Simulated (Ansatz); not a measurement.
Structures of equal composition on the (111) surface of fcc Ir: p(2x2), one Ir adatom; one added row of Ir in 4. The slabs share one bottom face, and each structure is named by its start. These are constructed structures in small cells; real faces may alloy, dewet or reconstruct in larger ones, and not all known structures of the face are among them. Slabs of about 11 Å, Fermi-Dirac smearing of 0.1 eV. Bottom of the slabs: a bare face, its two planes held. Relaxed from the named starts with such symmetry as they have, on meshes of like density; energies extrapolated to zero smearing; spin only where a row says so; no spin-orbit coupling, no U. Brackets mark spin-polarised runs, whose order is one that fits the cell. The cells differ, so small differences also carry the error of unlike k-meshes.

Method: PBE (plane waves to 420 eV, PAW; Ansatz, a quantum-chemistry and plane-wave program).

Q: Order them by energy per 1x1 cell (lowest first) at the level PBE.

A: one added row of Ir in 4 (0.00 eV), p(2x2), one Ir adatom (0.24 eV)
